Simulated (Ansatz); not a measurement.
Al2O3: response to strain

Consider Al$_{2}$O$_{3}$ in the corundum structure (space group R-3c, No. 167).

```
CELL_PARAMETERS angstrom
      2.38689     1.37807     4.33822
     -2.38689     1.37807     4.33822
      0.00000    -2.75614     4.33822
ATOMIC_POSITIONS crystal
  Al 0.64792 0.64792 0.64792
  Al 0.14792 0.14792 0.14792
  Al 0.35208 0.35208 0.35208
  Al 0.85208 0.85208 0.85208
  O  0.75000 0.44414 0.05586
  O  0.05586 0.75000 0.44414
  O  0.25000 0.55586 0.94414
  O  0.55586 0.94414 0.25000
  O  0.94414 0.25000 0.55586
  O  0.44414 0.05586 0.75000
```

Cartesian axes are those of the cell as printed.

Strains are applied to the cell and any free atomic positions relax.

Calculations: PBEsol (Ansatz, a program for electronic structure; PAW; 420 eV plane waves; no SOC).

Notes on the quantities. energy relative to the base: free energy F; pressure: mean of the normal stresses, compression positive.

```json
[
 {"variant": "base", "energy relative to the base": "0 meV/atom", "band gap": "6.03 eV", "pressure": "0.00 GPa"},
 {"variant": "tensor shear ε_xz = +1.20 %", "energy relative to the base": "+2.2 meV/atom", "band gap": "6.02 eV", "pressure": "0.14 GPa"},
 {"variant": "tensor shear ε_xz = +1.60 %", "energy relative to the base": "+3.9 meV/atom", "band gap": "6.01 eV", "pressure": "0.25 GPa"},
 {"variant": "tensor shear ε_xz = +0.40 %", "energy relative to the base": "+0.3 meV/atom", "band gap": "6.03 eV", "pressure": "0.02 GPa"},
 {"variant": "tensor shear ε_xz = +2.00 %", "energy relative to the base": "+6.1 meV/atom", "band gap": "6.00 eV", "pressure": "0.39 GPa"}
]
```

Stability against distortions was not tested.
